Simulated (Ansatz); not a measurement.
# Worked sum: formation energy of the neutral V_O in ZnO (wurtzite, P6₃mc)

Subject: the formation energy of the neutral V_O in ZnO (wurtzite, P6₃mc). Reaction: Zn (hcp) + 47 ZnO (wurtzite) → cell A.

A: a supercell of 96 sites of ZnO (wurtzite, P6₃mc) with one empty O site amid 4 Zn; spin state with PBE: run without spin.

Ansatz (a program for electronic structure) with PAW potentials; structures come from PBE relaxations, nuclei static, no net charge. Ansatz runs with its default PAW set. Other levels take these structures. The lattices are those relaxed with PBE, so at other levels the solids can be strained, which adds to the spread. Larger cells are relaxed from a start prepared with the learned potential CHGNet, on a coarser mesh till forces fall under 0.03 eV/Å, which some starts already meet. A dispersion term (D3(BJ), or D4 for r2SCAN) was computed beside these levels and is taken off wherever the name lacks it. Mesh and cell size may move defect energies by 0.1 eV or more. The value holds for the reservoirs listed; other chemical potentials shift it. Cell A has symmetry Pm and got no random move, so less symmetric positions, which may lie lower, weren't tried.

Total energies of the cells in eV, at zero smearing width. They compare only within one column; the weights balance every element.

| cell | atoms | weight | PBE | r2SCAN+D4 |
|---|---|---|---|---|
| A: ZnO:V_O | 95 | +1 | -186000.00597 | -186393.59962 |
| Zn (hcp) | 2 | −1/2 | -6638.06094 | -6651.55008 |
| ZnO (wurtzite) | 96 | −47/48 | -186568.62175 | -186964.12431 |

PBE: (-186000.00597) − 1/2 × (-6638.06094) − 47/48 × (-186568.62175) = 0.800 eV.

r2SCAN+D4: (-186393.59962) − 1/2 × (-6651.55008) − 47/48 × (-186964.12431) = 1.214 eV.

What follows from the PBE value: The value above is the Zn-rich limit, with Zn (hcp) as reservoir. The host forms with -1.42 eV/atom at this level, so before it gives way to its other element Δμ(Zn) can go down to -1.42 × 2 = -2.84 eV (other compounds may narrow the range). The defect takes up 1 Zn, so the Zn-poor limit is 0.80 − 1 × (-2.84) = 3.64 eV.

With the reservoirs of the reaction as written, and without entropy terms or charged states, the share of sites that hold the defect in equilibrium is exp(−0.80 eV/k_BT) = 9.3×10^-5 at 1000 K.
